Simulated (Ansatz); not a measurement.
ZnIn2O4 (Pnma, No. 62, 28 atoms in the cell; start mp-770218), treated with r²SCAN in Ansatz (plane waves, PAW).

Numerical settings: plane-wave cutoff 560 eV, 4×10×4 k mesh (along the axes of the cell as run), Fermi–Dirac smearing 0.01 eV, scalar-relativistic PAW data made under PBE.

Cell (relaxed with PBEsol):

```cif
data_In8O16Zn4
_chemical_formula_sum 'Zn4 In8 O16'
_space_group_name_H-M_alt 'P 1'
_space_group_IT_number 1
_cell_length_a 10.40101
_cell_length_b 3.28779
_cell_length_c 10.52037
_cell_angle_alpha 90.000
_cell_angle_beta 90.000
_cell_angle_gamma 90.000
loop_
_space_group_symop_operation_xyz
  'x, y, z'
loop_
_atom_site_label
_atom_site_type_symbol
_atom_site_fract_x
_atom_site_fract_y
_atom_site_fract_z
_atom_site_occupancy
Zn1 Zn 0.12997 0.75000 0.41713 1
Zn2 Zn 0.87003 0.25000 0.58287 1
Zn3 Zn 0.37003 0.25000 0.91713 1
Zn4 Zn 0.62997 0.75000 0.08287 1
In1 In 0.13909 0.75000 0.71480 1
In2 In 0.86091 0.25000 0.28520 1
In3 In 0.36091 0.25000 0.21480 1
In4 In 0.63909 0.75000 0.78520 1
In5 In 0.11165 0.75000 0.08212 1
In6 In 0.88835 0.25000 0.91788 1
In7 In 0.38835 0.25000 0.58212 1
In8 In 0.61165 0.75000 0.41788 1
O1 O 0.02430 0.75000 0.88668 1
O2 O 0.97570 0.25000 0.11332 1
O3 O 0.47570 0.25000 0.38668 1
O4 O 0.52430 0.75000 0.61332 1
O5 O 0.95806 0.75000 0.37649 1
O6 O 0.04194 0.25000 0.62351 1
O7 O 0.54194 0.25000 0.87649 1
O8 O 0.45806 0.75000 0.12351 1
O9 O 0.27403 0.25000 0.75779 1
O10 O 0.72597 0.75000 0.24221 1
O11 O 0.22597 0.75000 0.25779 1
O12 O 0.77403 0.25000 0.74221 1
O13 O 0.26099 0.75000 0.53848 1
O14 O 0.73901 0.25000 0.46152 1
O15 O 0.23901 0.25000 0.03848 1
O16 O 0.76099 0.75000 0.96152 1
```

### Question
Give the computed band gap and smallest direct gap on the k points sampled.

### Answer

- band gap: 1.22 eV
- smallest direct gap on the k points sampled: 1.25 eV

Note: cell and atoms aren't relaxed at this level (largest force component 0.07 eV/Å).

Spin–orbit coupling is not included.

The computed numbers hold no vibrational or temperature effects.

A start named mp-… is a Materials Project structure, which need not be a measured phase.

Ansatz is an electronic-structure program.
